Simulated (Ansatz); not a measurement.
Here is the system:

```
CELL_PARAMETERS angstrom
     -2.92857     3.43467     6.25322
      2.92857    -3.43467     6.25322
      2.92857     3.43467    -6.25322
ATOMIC_POSITIONS crystal
  Cs 0.21677 0.71677 0.50000
  Cs 0.78323 0.28323 0.50000
  Au 0.50000 0.50000 0.00000
  Au 0.00000 0.00000 0.00000
  F  0.21897 0.50000 0.71897
  F  0.78103 0.50000 0.28103
  F  0.34552 0.34552 0.00000
  F  0.65448 0.65448 0.00000
  F  0.69423 0.88841 0.80582
  F  0.30577 0.11159 0.19418
  F  0.08260 0.88841 0.19418
  F  0.91740 0.11159 0.80582
```

No spin polarisation.

The values are results of Ansatz (a program for electronic structure), PBEsol, PAW, cutoff 420 eV, without spin-orbit coupling, not measurements. Settings: 6×6×6 k-points, 0.05 eV Fermi–Dirac smearing.

Predict the band gap, width of the top valence band, gap character and smallest direct gap.


```json
{
 "band_gap": "2.68 eV",
 "width_of_the_top_valence_band": "0.07 eV",
 "gap_character": "indirect, W → R",
 "smallest_direct_gap": "2.73 eV"
}
```

With Au present, leaving out spin-orbit coupling can change the band edges. Load acts through the strain it causes; cell and atoms are relaxed under it. No phonon test of stability was made. The cell was made from CsAuF$_{4}$ (space group Immm, No. 71; a cell from a computed database, its experimental status unchecked) by this change: pressure −1 GPa.
